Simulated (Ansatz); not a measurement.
A computed series for AlN: response to strain

Consider AlN in the wurtzite structure (space group P6_3mc, No. 186; a = 3.130 Å, c = 5.018 Å). Axes: x lies along a and z along c of the hexagonal cell.

Strains are applied to the cell and any free atomic positions relax; under biaxial strain the out-of-plane vector relaxes too.

Computed with DFT with PBE, PAW potentials and a 420 eV plane-wave cutoff in Ansatz (a program for electronic structure), scalar-relativistic without spin-orbit coupling.

```tsv
variant	electron mass	band gap	shortest interatomic distance
base	–	4.03 eV	1.902 Å
biaxial strain +0.60 %, plane normal [001], relaxed out of plane	0.29 mₑ (at Γ)	3.91 eV	1.910 Å
biaxial strain +1.20 %, plane normal [001], relaxed out of plane	0.28 mₑ (at Γ)	?	?
biaxial strain +1.80 %, plane normal [001], relaxed out of plane	0.28 mₑ (at Γ)	3.68 eV	1.919 Å
biaxial strain +2.40 %, plane normal [001], relaxed out of plane	0.28 mₑ (at Γ)	3.56 eV	?
biaxial strain +3.00 %, plane normal [001], relaxed out of plane	0.27 mₑ (at Γ)	3.44 eV	?
```

Question: Some entries are withheld; estimate them.

Answer: 
- biaxial strain +1.20 %, plane normal [001], relaxed out of plane, band gap: 3.79 eV
- biaxial strain +1.20 %, plane normal [001], relaxed out of plane, shortest interatomic distance: 1.917 Å
- biaxial strain +2.40 %, plane normal [001], relaxed out of plane, shortest interatomic distance: 1.920 Å
- biaxial strain +3.00 %, plane normal [001], relaxed out of plane, shortest interatomic distance: 1.921 Å

Effective masses come from finite differences of ±0.01 Å⁻¹. Stability against distortions was not tested.
